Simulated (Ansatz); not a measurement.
For ZrGe2 (model structure, started from the MoSi2 type, I4/mmm, No. 139, 3 atoms in the cell), PBE (Ansatz, a program for electronic structure, plane waves, PAW) gives:

- equilibrium lattice constant a: 3.460 Å
- lattice parameter c: 9.228 Å
- formation enthalpy: -0.343 eV/atom

**Question.** What does PBE-D3(BJ) in Ansatz (plane waves, PAW) give for the same quantities?

**Answer.** 
- lattice constant a: 3.411 Å (drops by 1.4 %)
- lattice parameter c: 9.142 Å (drops by 0.9 %)
- formation enthalpy: -0.437 eV/atom (moves by -0.094 eV/atom)

Changes are worked out from the printed values.

Unless a cell is named, each level is at its own relaxed cell (PBE 18.42, PBE-D3(BJ) 17.72 Å³/atom).

Ansatz's density-functional and Hartree–Fock values are scalar-relativistic unless marked +SOC, with PAW data made under PBE.

A model structure was made by putting elements into a prototype or built by hand; it is no filed structure, need not be a known phase, and can be a saddle point held by its symmetry.
